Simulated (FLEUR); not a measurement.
Band structure of Mg3Zn (P-6m2, 4 atoms in the cell).

```
CELL_PARAMETERS angstrom
      3.10135     0.00000     0.00000
     -1.55068     2.68585     0.00000
      0.00000     0.00000     9.69360
ATOMIC_POSITIONS crystal
  Mg 0.00000 0.00000 0.00000
  Mg 0.66667 0.33333 0.73091
  Mg 0.66667 0.33333 0.26909
  Zn 0.00000 0.00000 0.50000
```

Method: LDA (Perdew-Zunger), all-electron FLAPW (FLEUR), scalar-relativistic valence in FLEUR.

Settings: Kmax = 4 1/bohr; GmaxXC = 14 1/bohr; xcFunctional = pz; jspins = 1; l_soc = F; mode = hist; fermiSmearingEnergy = 0.00367493 Htr; mesh (inpgen div1-3) = 8 8 3; inpgen gamma flag = true; Gmax = 14 1/bohr; numbands = 0; maxIterBroyd = 15; imix = Anderson; alpha = 0.05.

The starting cell comes from a database of computed structures (which also holds hypothetical and non-ambient phases and stackings), without a prior relaxation at this level. Values depend on the basis (sphere radii, cutoffs, local orbitals), which need not be converged.

Levels in eV from the Fermi level, bands 18 to 25:
| point | 18 | 19 | 20 | 21 | 22 | 23 | 24 | 25 |
|---|---|---|---|---|---|---|---|---|
| Γ | -7.21 | -6.11 | -5.87 | -1.66 | -0.97 | 5.88 | 6.58 | 10.66 |
| M | -2.95 | -2.58 | -1.28 | -1.27 | -0.86 | -0.08 | 2.81 | 3.64 |
| K | -1.75 | -0.76 | -0.65 | -0.02 | 0.26 | 0.71 | 0.93 | 0.94 |
| A | -7.21 | -6.86 | -4.08 | -4.03 | 1.85 | 2.45 | 10.13 | 10.70 |
| L | -2.87 | -2.44 | -1.88 | -1.73 | 0.72 | 0.77 | 1.07 | 1.69 |
| H | -1.71 | -0.53 | -0.44 | -0.39 | -0.17 | -0.14 | 2.08 | 2.57 |
